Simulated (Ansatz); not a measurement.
Levels about the gap of amorphous Si24O51W (76 atoms in a cell of 1144 Å³, 2.43 g/cm³; zone centre alone, so wide bands show as single levels with stretches between that a denser mesh fills), at the geometry that PBE relaxed, where it gives -1.0 GPa on a denser mesh. The participation number counts the atoms over which a state spreads; weights are charges in smoothed Voronoi cells. The levels come from a single point, so bond lengths are those of that geometry. Method of the levels: PBE, scalar-relativistic without spin-orbit coupling (Ansatz, an electronic-structure program). Sampling: the zone centre alone; Fermi-Dirac width 0.02 eV; no spin polarisation. At PBE the levels at both edges of the gap are localised (band-tail or defect states), and the nearest spread-out levels lie 5.3 eV apart at the zone centre.

The cell was made by melting and quenching with the CHGNet potential and then relaxed with DFT. O atoms were pushed apart under 1.9 Å during the dynamics, to hinder bonds among them. The hot cell started wider than the set density and was brought back towards it in steps. It is the lowest in DFT energy of 2 quenches. It is a model cell: composition and starting density were chosen by hand, and all elements were melted together. No dispersion term was used. Its density started from a set value of 2.43 and ended at 2.43 g/cm³. The quench (nominally 400 K/ps over its main leg) was far faster than any real one, so the model tends to hold more defects than a real film. A cell of this size samples the disorder only roughly. The volume was held where the preparation left it, at a PBE pressure of -1.0 GPa (tension). Stress components on the final sampling reach 2.5 GPa.

| E - E(highest filled), eV | filling | participation number | largest on | weight O | weight W | weight Si |
|---|---|---|---|---|---|---|
| -1.01 | filled | 12.4 | O, 2 neighbours | 0.95 | 0.00 | 0.05 |
| -0.95 | filled | 7.2 | O, 2 neighbours | 0.96 | 0.00 | 0.04 |
| -0.86 | filled | 11.4 | O, 2 neighbours | 0.95 | 0.00 | 0.05 |
| -0.78 | filled | 7.5 | O, 2 neighbours | 0.95 | 0.00 | 0.05 |
| -0.63 | filled | 5.7 | O, 2 neighbours | 0.95 | 0.00 | 0.05 |
| -0.37 | filled | 8.0 | O, 2 neighbours | 0.95 | 0.00 | 0.05 |
| 0.00 | filled | 5.7 | O, 2 neighbours | 0.94 | 0.00 | 0.06 |
| 1.64 | empty | 2.9 | W, 5 neighbours | 0.40 | 0.56 | 0.04 |
| 1.85 | empty | 3.0 | W, 5 neighbours | 0.42 | 0.54 | 0.04 |
| 2.61 | empty | 3.1 | W, 5 neighbours | 0.44 | 0.52 | 0.04 |
| 3.17 | empty | 3.3 | W, 5 neighbours | 0.42 | 0.51 | 0.06 |
| 4.13 | empty | 59.0 | O, 2 neighbours | 0.73 | 0.04 | 0.24 |
| 5.29 | empty | 11.4 | W, 5 neighbours | 0.53 | 0.26 | 0.21 |

Most localised among these is the empty level at +1.64 eV, on a W atom, which has 5 neighbours (O 1.82 Å, O 1.84 Å, O 1.86 Å, O 1.92 Å, O 1.93 Å).
